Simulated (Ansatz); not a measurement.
The structure below was relaxed with Ansatz (a quantum-chemistry and plane-wave program) PBE, without spin-orbit coupling, at pressure 3 GPa.

Space group Fm-3m (No. 225); a = 6.8631 Å, b = 6.8631 Å, c = 6.8631 Å, α = 90.00°, β = 90.00°, γ = 90.00°

```
atom  site  symmetry       x       y       z
----  ----  --------  ------  ------  ------
Ba      4a      m-3m  0.0000  0.0000  0.0000
Te      4b      m-3m  0.5000  0.5000  0.5000
```

**Question.** Write out a cell with all atoms.

**Answer.** 
```cif
data_Ba4Te4
_chemical_formula_sum 'Ba4 Te4'
_space_group_name_H-M_alt 'P 1'
_space_group_IT_number 1
_cell_length_a 6.86314
_cell_length_b 6.86314
_cell_length_c 6.86314
_cell_angle_alpha 90.000
_cell_angle_beta 90.000
_cell_angle_gamma 90.000
loop_
_space_group_symop_operation_xyz
  'x, y, z'
loop_
_atom_site_label
_atom_site_type_symbol
_atom_site_fract_x
_atom_site_fract_y
_atom_site_fract_z
_atom_site_occupancy
Ba1 Ba 0.00000 0.00000 0.00000 1
Te1 Te 0.50000 0.00000 0.00000 1
Ba2 Ba 0.00000 0.50000 0.50000 1
Te2 Te 0.50000 0.50000 0.50000 1
Ba3 Ba 0.50000 0.00000 0.50000 1
Te3 Te 0.00000 0.00000 0.50000 1
Ba4 Ba 0.50000 0.50000 0.00000 1
Te4 Te 0.00000 0.50000 0.00000 1
```
This is the conventional cell.

Load acts through the strain it causes; cell and atoms are relaxed under it. Stability against distortions was not tested. The cell was made from BaTe in the rock salt structure (space group Fm-3m, No. 225) by this change: pressure 3 GPa.
